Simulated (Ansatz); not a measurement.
**WS2: point defects**

The reference is a 12-atom supercell of WS₂ in the 2H-MoS2 type structure (space group P6_3/mmc, No. 194; a = 3.154 Å, c = 12.141 Å; layered, stacked along the Cartesian z axis) at its relaxed geometry.

One neutral defect a cell, atoms relaxed at fixed cell.

The values are results of PBE-D3(BJ) in Ansatz (plane waves to 420 eV, PAW, without spin-orbit coupling), earlier PAW set, not measurements.

| change | pressure | largest displacement of a host atom from its site in the perfect cell |
|---|---|---|
| perfect supercell | 0.0 GPa | – |
| Re on a W site | -0.5 GPa | 0.10 Å |
| Pb on a S site | 2.9 GPa | 0.40 Å |
| Se on a S site | 1.2 GPa | 0.07 Å |
| W vacancy | 1.5 GPa | 0.78 Å |

The magnetic state is the one reached from the starting moments; the real material's order can differ, and small cells can't hold many antiferromagnetic ones. In so small a cell the defect repeats every few ångströms: this is an ordered compound, not a dilute defect. The mesh was chosen for an insulator and is coarse for the gapless case. Seeded moments were not kept for Re on a W site, Pb on a S site, Se on a S site and W vacancy.

Ansatz is an electronic-structure program.
